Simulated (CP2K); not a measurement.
Band structure of RbReO3 (Pm-3m, 5 atoms in the cell).

```
RbReO3
1.0
    4.06733     0.00000     0.00000
    0.00000     4.06733     0.00000
    0.00000     0.00000     4.06733
Rb Re O
1 1 3
Direct
  0.00000   0.00000   0.00000
  0.50000   0.50000   0.50000
  0.50000   0.50000   0.00000
  0.00000   0.50000   0.50000
  0.50000   0.00000   0.50000
```

Level of theory: PBEsol, GPW, DZVP-MOLOPT-SR-GTH basis, GTH-PBE potentials (GTH_POTENTIALS) (CP2K 2026.2).

Settings: CUTOFF = 500 Ry; REL_CUTOFF = 40 Ry; SMEAR/METHOD = FERMI_DIRAC; ELECTRONIC_TEMPERATURE = 1160.45 K; KPOINTS/SCHEME = MONKHORST-PACK 8 8 8; GAMMA_CENTERED = T; XC_FUNCTIONAL = PBE:PBESOL; Rb/BASIS_SET = DZVP-MOLOPT-SR-GTH-q9; Rb/POTENTIAL = GTH-PBE-q9; Re/BASIS_SET = DZVP-MOLOPT-SR-GTH-q15; Re/POTENTIAL = GTH-PBE-q15; O/BASIS_SET = DZVP-MOLOPT-SR-GTH-q6; O/POTENTIAL = GTH-PBE-q6; METHOD = GPW.

The starting cell comes from a database of computed structures (which also holds hypothetical and non-ambient phases and stackings), without a prior relaxation at this level. Its lattice was rescaled by a random factor within 2.5 % of one. Spin-orbit coupling is off. Spin polarisation is off. Values carry the incompleteness of an atom-centred basis. The potentials were made for another functional than the one used.

Levels in eV from the Fermi level, bands 18 to 23:
```
point     18     19     20     21     22     23
-----  -----  -----  -----  -----  -----  -----
Γ      -2.78  -2.78  -2.78  -2.12  -2.12  -2.12
X      -3.64  -3.20  -3.20  -2.03   0.65   0.65
M      -3.18  -3.18  -2.21   0.65   0.65   1.47
R      -2.17  -2.17  -2.17   1.65   1.65   1.65
```

Bands cross the Fermi level along this path, so the cell is metallic at this level.

Higher empty bands are left out: an atom-centred basis made for the valence describes them poorly.
